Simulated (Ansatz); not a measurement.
MoS2, point defects

Base system: a 12-atom supercell of MoS2 in the 2H-MoS2 type structure (space group P6_3/mmc, No. 194; layered, stacked along the Cartesian z axis) at its relaxed geometry.

```
MoS2
1.0
    4.72416    -2.72750     0.00000
    1.57472     2.72750     0.00000
    0.00000     0.00000    12.09150
Mo S
4 8
Direct
  0.83333   0.50000   0.25000
  0.33333   0.00000   0.25000
  0.16667   0.50000   0.75000
  0.66667   0.00000   0.75000
  0.83333   0.50000   0.62050
  0.33333   0.00000   0.62050
  0.16667   0.50000   0.12050
  0.66667   0.00000   0.12050
  0.16667   0.50000   0.37950
  0.66667   0.00000   0.37950
  0.83333   0.50000   0.87950
  0.33333   0.00000   0.87950
```

One neutral defect a cell, atoms relaxed at fixed cell.

Calculations: PBE-D3(BJ) (Ansatz, a quantum-chemistry and plane-wave program; PAW; 420 eV plane waves; no spin-orbit coupling), earlier PAW set.

```csv
variant,largest displacement of a host atom from its site in the perfect cell,pressure
perfect supercell,–,0.0 GPa
Se on a S site,…,…
S interstitial (started 2.16 Å from the nearest host atom),1.04 Å,8.7 GPa
H interstitial (started 2.33 Å from the nearest host atom),0.09 Å,0.4 GPa
"Te on a S site, symmetric start",0.22 Å,3.3 GPa
"Mo on a S site (antisite), symmetric start",0.63 Å,-1.9 GPa
```

Question: Some entries are withheld; estimate them.

Answer: 
- Se on a S site, largest displacement of a host atom from its site in the perfect cell: 0.07 Å
- Se on a S site, pressure: 1.2 GPa

The magnetic state is the one reached from the starting moments; the real material's order can differ, and small cells can't hold many antiferromagnetic ones. In so small a cell the defect repeats every few ångströms: this is an ordered compound, not a dilute defect. A case with no gap was solved on a k-mesh chosen for an insulator, which is coarse for it. Defects with a symmetric start kept the site's symmetry and may sit on a saddle; the others started slightly shaken. Seeded moments were not kept for Se on a S site, S interstitial (started 2.16 Å from the nearest host atom), H interstitial (started 2.33 Å from the nearest host atom) and Te on a S site and more. The program warned that a D3 coordination switch lies within reach, so dispersion energies are less smooth here.
